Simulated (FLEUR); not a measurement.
Input and output of a self-consistent single point for Mo (Im-3m, 1 atom in the cell) (FLEUR).

Computed with PBE, all-electron FLAPW (FLEUR), scalar-relativistic valence.

```xyz
1
Lattice="-1.5680 1.5680 1.5680 1.5680 -1.5680 1.5680 1.5680 1.5680 -1.5680" Properties=species:S:1:pos:R:3 pbc="T T T"
Mo     0.0000     0.0000     0.0000
```

Reference input (self-consistent single point, DFT, PBE, all-electron FLAPW (FLEUR), scalar-relativistic valence): Kmax = 4.2 1/bohr; GmaxXC = 14.7 1/bohr; xcFunctional = pbe; jspins = 1; l_soc = F; mode = hist; fermiSmearingEnergy = 0.00367493 Htr; mesh (inpgen div1-3) = 19 19 19; inpgen gamma flag = false; Gmax = 14.7 1/bohr; numbands = 0; maxIterBroyd = 99. This run's input differs from it in these lines:

```diff
@@ -22,3 +22,3 @@
    <calculationSetup>
-      <cutoffs Kmax="4.2" Gmax="14.7" GmaxXC="14.7" numbands="0"/>
+      <cutoffs Kmax="3.2" Gmax="11.2" GmaxXC="11.2" numbands="0"/>
       <scfLoop itmax="80" minDistance="0.00001" maxIterBroyd="99" imix="Anderson" alpha="0.05" precondParam="0.0" spinf="2.0"/>
```

Output, abridged:

```
 Iteration:     1   Distance:      17.53643610 me/bohr^3
 Iteration:     2   Distance:      16.06520938 me/bohr^3
 Iteration:     3   Distance:       6.38040839 me/bohr^3
 Iteration:     4   Distance:       4.54756962 me/bohr^3
 Iteration:     5   Distance:       2.40165616 me/bohr^3
   [... 5 lines left out ...]
 Iteration:    11   Distance:       0.00077274 me/bohr^3
 Iteration:    12   Distance:       0.00006380 me/bohr^3
 Iteration:    13   Distance:       0.00002788 me/bohr^3
 Iteration:    14   Distance:       0.00000082 me/bohr^3
 Run finished successfully
 Stop message:
   Structural relaxation: Done

[file out, last iteration]
             iter=     15
[...]
          total density-effective poten   -6.5994932030E+03
          total charge density-energy d   -1.2392155164E+02
 Updated energy parameters for spin:           1
[...]
 fermi energy and band-weighting factors:

[...]
FERMIE:
          first approx. to ef    (T=0)  :   0.543165 htr   (energy of the highest occ. eigenvalue)
          number of occ. states  (T=0)  :       1544
          first approx. to seigv (T=0)  :  -5.331214 htr
          sum of weights of occ. states :   7.000146
          sum of semicore charge        :   0.000000 e
FERHIS:  Fermi-Energy by histogram:
          bandgap                     :   0.000184 htr
   [... lines left out ...]
          charge neutrality (T=0)     :   0.000292    (zero if the highest occ. eigenvalue is "entirely" occupied)
     EF_NEWTON:  Adjust Fermi-Energy by Newton-Method.
 Direct bandgap for spin            1 :    1.0910193868292950E-002  Htr
   [... lines left out ...]
 ---->    (input%tkb*entropy) TS=              0.0007596086 htr
 ---->    free energy=                     -4049.5843401442 htr
      extrapolation for T->0
 ---->    total electron energy=           -4049.5839603399 htr
 ***** TOTAL FORCES ON ATOMS *****
 TOTAL FORCE FOR ATOM TYPE=  1  X=  0.000   Y=  0.000   Z=  0.000
                       FX_TOT= 0.000000 FY_TOT= 0.000000 FZ_TOT= 0.000000
 Structural relaxation: Done
```

The run converged in 14 iterations. FLEUR gives forces in its relaxation mode, with a further iteration, so its stop message speaks of a relaxation. Against the reference run the free energy goes up by 176 meV/atom.

The starting cell comes from a database of computed structures (which also holds hypothetical and non-ambient phases and stackings), without a prior relaxation at this level. Its lattice was rescaled by a random factor within 2.5 % of one. Spin polarisation is off. Values depend on the basis (sphere radii, cutoffs, local orbitals), which need not be converged. The log's line on a gap gives a spacing of levels on this mesh, which the program prints for metals too.

Cost on one core of a shared machine: roughly 60 s.
